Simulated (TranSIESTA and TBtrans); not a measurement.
Device: In chain with one C atom inserted. Leads: straight In chain, spacing 3.074 Å. Geometry: 3 atoms about the centre moved by SIESTA (PBE, DZP) to a largest force of 0.01 eV/Å, all others as built, motion along the axis alone. Transport runs along z; the first 4 and the last 4 of the 15 atoms are the lead cells, repeated to infinity.

```xyz
15
Lattice="9.000 0.000 0.000 0.000 9.000 0.000 0.000 0.000 44.162" Properties=species:S:1:pos:R:3 pbc="F F T"
In     4.500     4.500     0.000
In     4.500     4.500     3.074
In     4.500     4.500     6.148
In     4.500     4.500     9.222
In     4.500     4.500    12.296
In     4.500     4.500    15.370
In     4.500     4.500    18.500
C      4.500     4.500    20.544
In     4.500     4.500    22.588
In     4.500     4.500    25.718
In     4.500     4.500    28.792
In     4.500     4.500    31.866
In     4.500     4.500    34.940
In     4.500     4.500    38.014
In     4.500     4.500    41.088
```

Run with TranSIESTA and TBtrans (open boundaries, self-consistent; PseudoDojo norm-conserving potentials, scalar-relativistic): PAO.BasisSize DZP, PAO.EnergyShift 0.15 eV, XC.Authors PBE, Mesh.Cutoff 200 Ry, ElectronicTemperature 300 K, TS.Voltage 0.0 eV, TBT.Elecs.Eta 0.001 eV, no spin polarisation.

Energies count from the leads' Fermi level. Transmissions are for one spin of a degenerate pair. The energy step is 0.01 eV; narrower resonances are cut or missed.

```csv
E (eV),T
-0.20,0.656
-0.15,0.652
-0.10,0.999
-0.05,1.19
0.00,1.17
0.05,1.12
0.10,1.06
0.15,1.02
0.20,0.980
```

Task: Give the zero-bias conductance in μS and the resistance at 300 K.

Result: At the Fermi level T = 1.17. Averaged with −∂f/∂E over the full grid (kT = 25.9 meV) it is 1.14. With G0 = 2e²/h = 77.48 μS, G = 88.3 μS and R = 1/G = 11.3 kΩ.

Task: The eigenchannels at the Fermi level transmit 0.639, 0.265, 0.265. What Fano factor of the shot noise follows at low temperature and bias?

Result: F = Σ τ(1 − τ)/Σ τ = 0.620/1.17 = 0.53.

The straight chain is held at its spacing; free chains may zigzag or dimerise. No spin-polarised start was tried, so a magnetic state, if there is one, is missed.
